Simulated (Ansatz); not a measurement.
Take Ta in the bcc (W type) structure (space group Im-3m, No. 229; a = 3.320 Å; relaxed with 0.1 eV smearing) as the base. Axes: x, y, z lie along the cube axes.

Computed with PBE (Ansatz, a first-principles code, PAW, no spin-orbit coupling).

Modification: every lattice vector is stretched by 2.00 %; the atoms relax in the strained cell.

### Question
Predict the stress tensor and what it implies for the stiffness.

### Answer
Stress of the strained cell less that of the base (GPa, compression positive):
```
  -10.3     0.0     0.0
    0.0   -10.3     0.0
    0.0     0.0   -10.3
```

Then B = −ΔP/(ΔV/V₀) with ΔV/V₀ = 0.0612 gives secant stiffness values (nonlinear terms included at this strain): B ≈ 168 GPa.

As a check, the harmonic strain energy −½ V₀ Δσ:ε is 35 meV/atom; the computed energy rise is 38 meV/atom.

No phonon test of stability was made. All final runs are without spin polarisation.
